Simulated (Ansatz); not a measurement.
## KTaO3 under a change: biaxial strain −1.00 %, plane normal [111], relaxed out of plane

The reference is KTaO3 in the cubic perovskite structure (space group Pm-3m, No. 221; a = 3.9520 Å). Axes: x, y, z lie along the cube axes.

It is then changed as follows: compressive biaxial strain of 1.00 % in the plane normal to [111], as in epitaxy on a mismatched substrate; the out-of-plane cell vector and the atoms relax.

All numbers come from Ansatz (an electronic-structure program), LDA, PAW, cutoff 420 eV, no spin-orbit coupling. k-mesh 8×8×8 (Γ-centred); smearing 0.05 eV (Fermi–Dirac).

```csv
quantity,base,changed,shift
volume per atom,12.34 Å³,12.20 Å³,-0.14 Å³
space group,Pm-3m (No. 221),R-3m (No. 166),–
shortest interatomic distance,1.976 Å,1.969 Å,-0.007 Å
energy relative to the base (free energy F),0 meV/atom,+3.0 meV/atom,+3.0 meV/atom
band gap,2.13 eV,2.12 eV,-0.01 eV
gap character,–,"indirect, T → Γ",–
out-of-plane strain,–,+0.87 %,–
ratio −ε⊥/ε∥,–,0.87,–
```

Final structure (turned so that z lies along the plane normal):

```
KTaO3
1.0
    5.53308     0.00000     0.00000
    2.76654     4.79178     0.00000
    2.76654    -1.59726     2.30150
K Ta O
1 1 3
Direct
  0.00000   0.00000   0.00000
  0.00000   0.50000   0.50000
  0.50000   0.00000   0.00000
  0.00000   0.50000   0.00000
  0.50000   0.50000   0.00000
```

With Ta present, leaving out spin-orbit coupling can change the band edges. Whether these cells are dynamically stable was not tested. k-point labels follow each cell's own Brillouin zone.
